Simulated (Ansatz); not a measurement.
## A computed series for Pb: element substitutions

Start from Pb in the fcc (Cu type) structure (space group Fm-3m, No. 225).

```yaml
crystal:
  lattice:
    - [0.00000, 2.49546, 2.49546]
    - [2.49546, 0.00000, 2.49546]
    - [2.49546, 2.49546, 0.00000]
  atoms:
    - { symbol: Pb, position: [0.00000, 0.00000, 0.00000] }
```

Each row replaces one element on all its sites; cell and atoms are relaxed.

The values are results of r2SCAN (Ansatz, a quantum-chemistry and plane-wave program; PAW; 500 eV plane waves; no spin-orbit coupling), not measurements.

For the base:

The lattice parameter a is 4.991 Å.

Q: The aim is a lattice parameter a between 2.953 Å and 3.232 Å. Which of these changes reaches it?
A) Pb → Ir
B) Pb → S
C) Pb → C

A: C, Pb → C. It gives 3.096 Å; Pb → Ir gives 3.844 Å; Pb → S gives 4.002 Å. Changes not listed may reach it too

No phonon test of stability was made. As relaxed here, S and C are hypothetical phases, not in the database extracts checked. The final runs are not spin-polarised.
